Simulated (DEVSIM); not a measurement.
System: double heterostructure, Ge between p- and n-type Si, at 400 K.

Layer 1 from the left is Si, thickness (μm) 0.370, Na (cm⁻³) 1.1e17, τn (s) 1.8e-7, τp (s) 1.8e-7. Layer 2 from the left is Ge, thickness (μm) 0.200, Nd (cm⁻³) 1.1e15, τn (s) 1.8e-7, τp (s) 1.8e-7. Layer 3 from the left is Si, thickness (μm) 0.210, Nd (cm⁻³) 2.3e17, τn (s) 1.8e-7, τp (s) 1.8e-7.

Left contact: ohmic. Right contact: ohmic. Voltage is applied to the left contact. Recombination: SRH at mid-gap, radiative. Mobility is μmin + (μ − μmin)/(1 + (N/Nref)^α).

This is a model device: material constants are rounded textbook-type values typed into the input, and sizes, dopings and lifetimes were drawn at random. Values at 300 K; Nc and Nv go as T^1.5, mobilities as T to minus their exponent, the gap by Varshni's rule with the affinity fixed.

Si: gap (eV) 1.124, affinity (eV) 4.05, permittivity 11.7, Nc (cm⁻³) 2.86e19, Nv (cm⁻³) 3.1e19, μn (cm²/Vs) 1417, μp (cm²/Vs) 470, μn,min 52, μp,min 45, Nref,n 9.7e16, Nref,p 2.2e17, αn 0.68, αp 0.72, T exponent of μn 2.3, T exponent of μp 2.2, B (cm³/s) 4.7e-15, Varshni α (eV/K) 0.000473, Varshni β (K) 636. Ge: gap (eV) 0.664, affinity (eV) 4, permittivity 16, Nc (cm⁻³) 1.04e19, Nv (cm⁻³) 6e18, μn (cm²/Vs) 3900, μp (cm²/Vs) 1900, μn,min 150, μp,min 100, Nref,n 2.6e17, Nref,p 4e17, αn 0.56, αp 0.6, T exponent of μn 1.66, T exponent of μp 2.33, B (cm³/s) 6.4e-14, Varshni α (eV/K) 0.000477, Varshni β (K) 235.

DEVSIM, 1D drift-diffusion, Boltzmann statistics, complete ionisation; no tunnelling, impact ionisation, image-force lowering or self-heating. Band offsets follow the typed affinities; no thermionic-emission limit at abrupt steps, no polarisation charge.

**Question.** What does the simulation give for the dark forward voltage at 1 A/cm², the dark forward voltage at 100 A/cm²?

**Answer.** dark forward voltage at 1 A/cm² 0.301 V; dark forward voltage at 100 A/cm² 0.521 V.
